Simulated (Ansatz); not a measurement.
Results of LDA (Ansatz, a first-principles code, PAW) for V2O5 (Pmmn, No. 59, 14 atoms in the cell; start mp-754670).

Run with plane-wave cutoff 500 eV, 12×4×6 k mesh (along the axes of the cell as run), gaussian smearing 0.02 eV, no spin polarisation, scalar-relativistic PAW data made under PBE.

Cell (relaxed at this level):

```
V2O5
1.0
    3.51938     0.00000     0.00000
    0.00000    11.59916     0.00000
    0.00000     0.00000     3.98552
V O
4 10
Direct
  0.00000   0.14808   0.89477
  0.00000   0.85192   0.89477
  0.50000   0.35192   0.10523
  0.50000   0.64808   0.10523
  0.00000   0.00000   0.98874
  0.50000   0.50000   0.01126
  0.00000   0.14844   0.49753
  0.00000   0.85156   0.49753
  0.50000   0.35156   0.50247
  0.50000   0.64844   0.50247
  0.50000   0.18201   0.99573
  0.50000   0.81799   0.99573
  0.00000   0.31799   0.00427
  0.00000   0.68201   0.00427
```

**Question.** Predict the band gap.

**Answer.** 
- band gap = 1.37 eV (on the SCF k mesh)

Note: the relaxation could not lower the start's symmetry, so the cell can be a saddle point above a distorted one.

A start named mp-… is a Materials Project structure, which need not be a measured phase.
